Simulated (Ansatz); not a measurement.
We consider InSe (C2/m, No. 12, 4 atoms in the cell; start mp-21405; a measured phase of this formula has another space group), described by HSE06 in Ansatz (PAW).

Settings: plane-wave cutoff 500 eV, 6×6×4 k mesh (along the axes of the cell as run), gaussian smearing 0.02 eV, scalar-relativistic PAW data made under PBE.

Cell (relaxed at this level):

```cif
data_In2Se2
_chemical_formula_sum 'In2 Se2'
_space_group_name_H-M_alt 'P 1'
_space_group_IT_number 1
_cell_length_a 6.06452
_cell_length_b 6.06452
_cell_length_c 5.55958
_cell_angle_alpha 107.488
_cell_angle_beta 107.488
_cell_angle_gamma 39.302
loop_
_space_group_symop_operation_xyz
  'x, y, z'
loop_
_atom_site_label
_atom_site_type_symbol
_atom_site_fract_x
_atom_site_fract_y
_atom_site_fract_z
_atom_site_occupancy
In1 In 0.11159 0.11159 0.94676 1
In2 In 0.88841 0.88841 0.05324 1
Se1 Se 0.33403 0.33403 0.30652 1
Se2 Se 0.66597 0.66597 0.69348 1
```

Estimate the band gap that the calculation returns.


- band gap = 1.89 eV (on the SCF k mesh)

Note: the relaxation could not lower the start's symmetry, so the cell can be a saddle point above a distorted one.

Spin–orbit coupling is not included.

Static lattice: no zero-point or thermal effects.

The result took around 70 core-minutes (rough).

A start named mp-… is a Materials Project structure, which need not be a measured phase.

Ansatz is a first-principles code.
